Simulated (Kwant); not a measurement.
Device: wire with a side stub in a In0.53Ga0.47As two-dimensional gas. Effective mass 0.041 mₑ, grid spacing 3 nm, hard walls, nominal width 60 nm (19 grid rows, so walls 60 nm apart), one parabolic valley, scattering region 180 nm long along x; energies count from the band bottom; Fermi energy swept from 0.0020381 to 0.024202 eV. Closed stub on one side, 62 nm wide and 88 nm deep.

Constants are typed, rounded textbook-type inputs, not results; the design itself was drawn at random and stands for no fabricated device.

Model: effective-mass tight-binding model on a square grid, one spin, coherent transport at 0 K (Kwant). Conductance is in e²/h.

Task: How many channels do the leads carry at E = 14.9, 16.6, 19.2 meV?

Result: The hard-wall thresholds are n² ħ²π²/(2mW²) = n² × 2.55 meV with W = 60 nm. √(14.9/2.55) = 2.42, so 2. √(16.6/2.55) = 2.55, so 2. √(19.2/2.55) = 2.74, so 2.
